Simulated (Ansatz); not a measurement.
The parent structure is SiO2 in the rutile structure (space group P4_2/mnm, No. 136).

```xyz
6
Lattice="4.2361 0.0000 0.0000 0.0000 4.2361 0.0000 0.0000 0.0000 2.6904" Properties=species:S:1:pos:R:3 pbc="T T T"
Si     0.0000     0.0000     0.0000
Si     2.1180     2.1180     1.3452
O      1.3004     1.3004     0.0000
O      3.4184     0.8176     1.3452
O      0.8176     3.4184     1.3452
O      2.9357     2.9357     0.0000
```

Cartesian axes are those of the cell as printed.

Method: PBE (Ansatz, a quantum-chemistry and plane-wave program; PAW; 420 eV plane waves; no spin-orbit coupling).

For the base:

| Item | Result |
|---|---|
| Hole mass | 1.9 mₑ along c, 1.1 mₑ across (at Γ) |
| Band gap | 5.04 eV |

It is then changed as follows: biaxial strain −0.60 %, plane normal [001], relaxed out of plane (Cartesian); in-plane vectors clamped, the third vector and the atoms free.

Question: How does this affect the hole mass?

Answer: The hole mass becomes 1.8 mₑ out of plane, 1.1 mₑ in plane (at Γ) (base: 1.9 mₑ along c, 1.1 mₑ across (at Γ)).

Question: Estimate the effect on the band gap.

Answer: The band gap grows by 0.09 eV, from 5.04 eV to 5.13 eV.

Effective masses come from finite differences of ±0.01 Å⁻¹. Whether these cells are dynamically stable was not tested.
